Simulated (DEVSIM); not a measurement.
Structure: Ru/SiO2/n-Si capacitor, at 300 K.

Layer 1 from the left is SiO2, thickness (nm) 3.00. Layer 2 from the left is Si, thickness (nm) 570, Nd (cm⁻³) 1e18.

Metal gate on the left, work function 4.7 eV. Fixed charge at the semiconductor interface 1.7e11 cm⁻² (in units of +e); no interface traps.

This is a model device: material constants are rounded textbook-type values typed into the input, and sizes, dopings and lifetimes were drawn at random. Values at 300 K.

SiO2: gap (eV) 9, affinity (eV) 0.9, permittivity 3.9. Si: gap (eV) 1.124, affinity (eV) 4.05, permittivity 11.7, Nc (cm⁻³) 2.86e19, Nv (cm⁻³) 3.1e19.

### Question
Estimate by hand the flat-band voltage, the threshold voltage, and compare with a numerical solution.

### Answer

- Flat-band voltage: C = 1.15 μF/cm², work-function difference 0.563 V; VFB = φms − qNf/C = 0.54 V; numerical 0.54 V.
- Threshold voltage: φF = 0.474 V, depletion charge √(4εqNφF) = 5.61e-7 C/cm²; VT = VFB − 2φF − Qd/C = -0.90 V; numerical -0.90 V.

DEVSIM, 1D Poisson equation in equilibrium, Boltzmann statistics, complete ionisation; no quantum confinement or tunnelling. Metal contacts follow the ideal Schottky-Mott rule: no Fermi-level pinning, no interface dipoles.
